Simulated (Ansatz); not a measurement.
Base system: a 12-atom supercell of Sb in the A7 type structure (space group R-3m, No. 166) at its relaxed geometry.

```yaml
crystal:
  lattice:
    - [6.48234, 1.24753, 3.67966]
    - [-6.48234, 1.24753, 3.67966]
    - [-2.16078, -6.23764, 3.67966]
  atoms:
    - { symbol: Sb, position: [0.31519, 0.77579, 0.61820] }
    - { symbol: Sb, position: [0.31519, 0.27579, 0.11820] }
    - { symbol: Sb, position: [0.64852, 0.44246, 0.61820] }
    - { symbol: Sb, position: [0.64852, 0.94246, 0.11820] }
    - { symbol: Sb, position: [0.98185, 0.10912, 0.61820] }
    - { symbol: Sb, position: [0.98185, 0.60912, 0.11820] }
    - { symbol: Sb, position: [0.01815, 0.39088, 0.88180] }
    - { symbol: Sb, position: [0.01815, 0.89088, 0.38180] }
    - { symbol: Sb, position: [0.35148, 0.05754, 0.88180] }
    - { symbol: Sb, position: [0.35148, 0.55754, 0.38180] }
    - { symbol: Sb, position: [0.68481, 0.72421, 0.88180] }
    - { symbol: Sb, position: [0.68481, 0.22421, 0.38180] }
```

Level of theory: plane-wave PAW DFT at the PBE-D3(BJ) level (Ansatz, a program for electronic structure, 420 eV), spin-orbit coupling left out, earlier PAW set.

For the base:

| Item | Result |
|---|---|
| Pressure | 0.0 GPa |
| Mean distance from the defect site to its nearest host atoms | 2.93 Å |

The change: a neutral P on a Sb site, atoms relaxed at fixed cell, starting from a slightly rattled geometry.

Tabulated Pauling electronegativity and covalent radius: Sb 2.05, 1.39 Å; P 2.19, 1.07 Å.

Q: Predict the new pressure, largest displacement of a host atom from its site in the perfect cell and mean distance from the defect site to its nearest host atoms.

A: The pressure goes from zero to -1.7 GPa; the largest displacement of a host atom from its site in the perfect cell is 0.20 Å; the mean distance from the defect site to its nearest host atoms drops by 0.26 Å, from 2.93 Å to 2.67 Å.

The cell is small, so the values are those of an ordered compound at a high defect concentration; dilute-limit values will differ. The final runs are not spin-polarised. The defect cell is not spin-polarised.
